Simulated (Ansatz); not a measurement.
For LaScHO₂ (model structure, started from the SrVO2H type, P4/mmm, No. 123, 5 atoms in the cell), PBE (plane waves, PAW; Ansatz, an electronic-structure program) gives:

| Quantity | Value |
|---|---|
| equilibrium lattice constant a | 4.151 Å |
| c axis length | 3.772 Å |
| bulk modulus | 120 GPa |

Problem. What does r²SCAN (PAW; Ansatz) give for the same quantities?

Solution. 
- lattice constant a: 4.135 Å (decreases by 0.4 %)
- lattice parameter c: 3.746 Å (decreases by 0.7 %)
- bulk modulus: 131 GPa (increases by 9.2 %)

Changes are worked out from the printed values.

Unless a cell is named, each level is at its own relaxed cell (PBE 13.00, r²SCAN 12.81 Å³/atom).

Caveats: the bulk modulus is −V dP/dV from two relaxed cells at ±2 % in volume (PBE, r²SCAN). Ansatz's density-functional and Hartree–Fock values are scalar-relativistic unless marked +SOC, with PAW data made under PBE.

A model structure was made by putting elements into a prototype or built by hand; it is no filed structure, need not be a known phase, and can be a saddle point held by its symmetry.
